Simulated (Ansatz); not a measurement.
Response to strain in Ga2O3

The reference is Ga2O3 in the corundum structure (space group R-3c, No. 167; a = 4.9846 Å, c = 13.4416 Å (hexagonal axes)). Axes: x lies along a and z along c of the hexagonal cell.

Strains are applied to the cell and any free atomic positions relax; under biaxial strain the out-of-plane vector relaxes too.

All numbers come from r2SCAN, PAW, 500 eV (Ansatz, an electronic-structure program; no spin-orbit coupling).

Notes on the quantities. energy relative to the base: free energy F.

| change | band gap | energy relative to the base | shortest interatomic distance |
|---|---|---|---|
| base | 3.55 eV | 0 meV/atom | 1.925 Å |
| biaxial strain −4.63 %, plane normal [001], relaxed out of plane | 4.07 eV | +69 meV/atom | 1.884 Å |
| biaxial strain −2.75 %, plane normal [001], relaxed out of plane | 3.92 eV | +24 meV/atom | 1.899 Å |
| biaxial strain +1.05 %, plane normal [001], relaxed out of plane | 3.37 eV | +3.3 meV/atom | 1.936 Å |
| uniaxial strain ε_yy = −1.41 % | 3.70 eV | +2.5 meV/atom | 1.910 Å |
| uniaxial strain ε_yy = −1.12 % | 3.67 eV | +1.6 meV/atom | 1.913 Å |
| uniaxial strain ε_yy = +2.27 % | 3.28 eV | +6.1 meV/atom | 1.928 Å |
| uniaxial strain ε_zz = −2.65 % | 3.79 eV | +8.2 meV/atom | 1.911 Å |
| uniaxial strain ε_zz = −1.20 % | 3.67 eV | +1.7 meV/atom | 1.919 Å |

Whether these cells are dynamically stable was not tested.
